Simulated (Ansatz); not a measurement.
## Surface dipole against coverage: Li on fcc Ag (100)

One Li atom in each cell of a four-layer slab of fcc Ag (100), started at a fourfold hollow site; the adatom and the upper two layers relax, with a dipole correction. Δφ is the change of the top face's work function against the clean slab's 4.19 eV. By the Helmholtz relation an adatom's dipole is μ = |Δφ|/(0.377 eV × n) in debye, for n adatoms per nm². In Topping's model neighbouring dipoles depolarise each other, so that 1/μ = (1 + 9α·n^(3/2))/μ0 is a line in x = n^(3/2). Computed with PBE (plane waves to 420 eV, PAW; Ansatz, a program for electronic structure). All cells sample the k points of the 1×1 cell's 12×12×1 mesh, with Fermi-Dirac smearing of 0.1 eV (energies taken to zero smearing), without spin polarisation or spin-orbit coupling.

| cell | x (nm⁻³) | 1/μ (1/D) | n (nm⁻²) | Δφ (eV) |
|---|---|---|---|---|
| 4×3 | 0.96 | 0.599 | 0.97 | -0.61 |
| 3×3 | 1.47 | 0.623 | 1.29 | -0.78 |
| 4×2 | 1.75 | 0.650 | 1.45 | -0.84 |
| 3×2 | 2.70 | 0.683 | 1.94 | -1.07 |
| 2×2 | 4.96 | ? | 2.91 | ? |

Q: Using a straight line, estimate the missing 1/μ at x = 4.96 from the other rows, showing the fit.

A: With u = x - 1.7, the rows have u = -0.7400, -0.2300, 0.0500, 1.0000. Means: u 0.020000, 1/μ 0.6387. About the means, the sum of products is 0.077850 and the sum of squares of u is 1.6014; the slope is their ratio. Least squares gives 1/μ = 0.6378 + 0.04861·u. Residuals (row less fit): -0.0028, -0.0036, 0.0098, -0.0034; standard error 0.0080 (degrees of freedom: 2). At x = 0 the line gives 1/μ0 = 0.555, so a lone adatom carries about 1.8 D, its positive end outward; slope over intercept is 9α, which puts α at roughly 9.7 Å³, a figure that hangs on Δφ's last digit. At the withheld row, u = 3.2600, so 1/μ = 0.6378 + 0.04861 × 3.2600 = 0.7963 1/D. The calculation gives 0.756 1/D, 0.0403 1/D below the prediction (25.7 % of the range of 1/μ in the table). The row lies outside the fitted rows, so this is an extrapolation.

The model takes a square or triangular net of point dipoles; the 4×2, 3×2 and 4×3 nets are stretched, and dense layers bond among themselves. Chains in 3×1 and 2×1 cells were run too and aren't shown. Only series are tabulated where Δφ keeps its sign and exceeds 0.12 eV, and the fitted rows scatter about the line by under a tenth of the table's range (standard error).

As a change of work function, the prediction is 0.377 × 2.91/0.796 = 1.38 eV in size, against 1.45 eV from the run.

Each row is one calculation, so residuals can be the form's limits or numerical noise.
